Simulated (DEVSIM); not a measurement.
Structure: Cr/AlN/p-Si capacitor, at 300 K.

Layer 1 from the left is AlN, thickness (nm) 4.40. Layer 2 from the left is Si, thickness (nm) 610, Na (cm⁻³) 9e17.

Metal gate on the left, work function 4.5 eV. Fixed charge at the semiconductor interface -6.3e10 cm⁻² (in units of +e); interface traps 1e12 cm⁻² eV⁻¹, uniform in energy, neutral level at 0.5 of the gap above the valence band.

This is a model device: material constants are rounded textbook-type values typed into the input, and sizes, dopings and lifetimes were drawn at random. Values at 300 K.

AlN: gap (eV) 6.1, affinity (eV) 1.9, permittivity 8.5. Si: gap (eV) 1.124, affinity (eV) 4.05, permittivity 11.7, Nc (cm⁻³) 2.86e19, Nv (cm⁻³) 3.1e19.

Simulated with DEVSIM: 1D Poisson equation in equilibrium, Boltzmann statistics, complete ionisation; no quantum confinement or tunnelling. Metal contacts follow the ideal Schottky-Mott rule: no Fermi-level pinning, no interface dipoles.

### Question
What does the simulation give for the threshold voltage (band bending 2φF), the flat-band voltage, the minimum of the low-frequency capacitance?

### Answer
threshold voltage (band bending 2φF) 0.72 V; flat-band voltage -0.62 V; minimum of the low-frequency capacitance 0.369 μF/cm².
